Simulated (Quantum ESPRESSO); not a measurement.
## Quick settings and what they miss: C (P6_3/mmc, 4 atoms in the cell)

Self-consistent single point.

```
CELL_PARAMETERS angstrom
      2.41128     0.00000     0.00000
     -1.20564     2.08823     0.00000
      0.00000     0.00000     7.62594
ATOMIC_POSITIONS crystal
  C  0.00000 0.00000 0.25000
  C  0.00000 0.00000 0.75000
  C  0.33333 0.66667 0.25000
  C  0.66667 0.33333 0.75000
```

Method of the run: PBE, SSSP 1.1.2 efficiency (PBE) pseudopotentials (plane waves; Quantum ESPRESSO).

Base settings: ecutwfc = 45 Ry; ecutrho = 360 Ry; occupations = smearing; smearing = cold; degauss = 0.019992 Ry; potentials = {C: C.pbe-n-kjpaw_psl.1.0.0.UPF}; K_POINTS = automatic 11 11 3 0 0 0; conv_thr = 1e-10 Ry.

Tight run (finer mesh or higher cutoff; not a proven limit): ecutwfc: 45 Ry → 63 Ry; ecutrho: 360 Ry → 504 Ry; conv_thr: 1e-10 Ry → 7.3e-11 Ry; K_POINTS: automatic 11 11 3 0 0 0 → automatic 15 15 5 0 0 0. It gave Fermi level (on the code's own zero) 6.18 eV; pressure 18.45 GPa.

Quick runs, as changes from the base:
- A: the base itself
- B: ecutwfc: 45 Ry → 40 Ry; ecutrho: 360 Ry → 200 Ry; pseudopotentials: {C: C.pbe-n-kjpaw_psl.1.0.0.UPF} → {C: c_lda_v1.2.uspp.F.UPF}; K_POINTS: automatic 11 11 3 0 0 0 → automatic 4 4 4 0 0 0 [LDA (PZ)]
- C: ecutwfc: 45 Ry → 31 Ry; ecutrho: 360 Ry → 248 Ry; degauss: 0.019992 Ry → 0.036749 Ry; conv_thr: 1e-10 Ry → 7.3e-06 Ry; K_POINTS: automatic 11 11 3 0 0 0 → automatic 4 4 4 1 1 1
- D: ecutwfc: 45 Ry → 36 Ry; ecutrho: 360 Ry → 288 Ry; conv_thr: 1e-10 Ry → 7.3e-05 Ry; K_POINTS: automatic 11 11 3 0 0 0 → automatic 6 6 6 0 0 0
- E: ecutwfc: 45 Ry → 22 Ry; ecutrho: 360 Ry → 176 Ry; K_POINTS: automatic 11 11 3 0 0 0 → automatic 4 4 4 0 0 0
- F: ecutwfc: 45 Ry → 22 Ry; ecutrho: 360 Ry → 176 Ry; K_POINTS: automatic 11 11 3 0 0 0 → automatic 2 2 2 0 0 0

Energies are extrapolated to zero smearing width, which holds to low order in the width alone (under cold and Methfessel-Paxton smearing the free energy itself is taken).

Dashes: energy of B, another energy zero.

† marks runs with another functional, U, potentials or spin treatment: their distance from the tight run is not a convergence error alone.

The count of work is k-points × plane waves × bands × iterations; it is no time. 

The starting cell comes from a database of computed structures (which also holds hypothetical and non-ambient phases and stackings), without a prior relaxation at this level. Its lattice was rescaled by a random factor within 2.5 % of one. In the base run, with a pressure of about 18 GPa the cell is away from its equilibrium volume at this level.

| run | energy less tight (meV/atom) | pressure less tight (GPa) | count of work / tight |
|---|---|---|---|
| A | 2.9 | -0.01 | 0.24 |
| B† | – | -8.83 | 0.076 |
| C | 98.6 | -5.93 | 0.026 |
| D | 46.6 | -1.96 | 0.077 |
| E | 611.4 | -27.81 | 0.031 |
| F | 1722.9 | -14.21 | 0.010 |

Among the runs at the tight run's level, the energy misses run from 2.9 to 1722.9 meV/atom.

Left out of this page: 1 run of the series outside the window shown, repeating another row's setting, or not comparable.
